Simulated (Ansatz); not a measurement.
**Hypothetical zinc blende PbTe: pressure series**

The parent structure is PbTe in the zinc blende structure (space group F-43m, No. 216; a = 7.285 Å; a hypothetical phase, not in the database extracts checked).

Cell and atoms are relaxed at each pressure.

Level of theory: Ansatz (a quantum-chemistry and plane-wave program), r2SCAN, PAW, cutoff 500 eV, no spin-orbit coupling, earlier PAW set.

Problem. Only one of these keeps a band gap. Which?
A. pressure 15 GPa
B. pressure −2 GPa
C. pressure 100 GPa
D. pressure 75 GPa

Solution. B, pressure −2 GPa. Computed: pressure −2 GPa: 0.94 eV; pressure 75 GPa: zero; pressure 100 GPa: zero; pressure 15 GPa: zero

A case with no gap was solved on a k-mesh chosen for an insulator, which is coarse for it. Spin-orbit coupling, missing from the scalar runs, can matter with Pb and Te. Load acts through the strain it causes; cell and atoms are relaxed under it. No phonon test of stability was made. Competing high-pressure phases were not computed. The final runs are not spin-polarised. A zero or small gap of PbTe under pressure 15 GPa can be the functional's error rather than a property of the material.
